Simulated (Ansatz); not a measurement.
Start from TiO$_{2}$ in the rutile structure (space group P4_2/mnm, No. 136; a = 4.5912 Å, c = 2.9390 Å). Axes: x, y, z lie along a, b, c of the conventional cell.

Method: PBEsol (Ansatz, an electronic-structure program; PAW; 420 eV plane waves; no spin-orbit coupling).

Strains are applied to the cell and any free atomic positions relax.

One change was made to it. Results:

| quantity | base | after |
|---|---|---|
| electron mass | 0.54 mₑ along c, 1.1 mₑ across (at Γ) | 0.53 mₑ along z, 1.1 mₑ across (at Γ) |
| gap character | direct at Γ | direct at Γ |
| energy relative to the base (free energy F) | 0 meV/atom | +0.6 meV/atom |
| band gap | 1.87 eV | 1.88 eV |

Q: Name the change that was made.
A) uniaxial strain ε_zz = −1.20 %
B) uniaxial strain ε_zz = −0.60 %
C) uniaxial strain ε_zz = −3.00 %

A: B, uniaxial strain ε_zz = −0.60 %. For comparison, the electron mass in the other runs: uniaxial strain ε_zz = −3.00 % gives 0.50 mₑ along z, 1.0 mₑ across (at Γ); uniaxial strain ε_zz = −1.20 % gives 0.52 mₑ along z, 1.1 mₑ across (at Γ).

Masses are band curvatures over ±0.01 Å⁻¹ around the edge. Stability against distortions was not tested. All final runs are without spin polarisation.
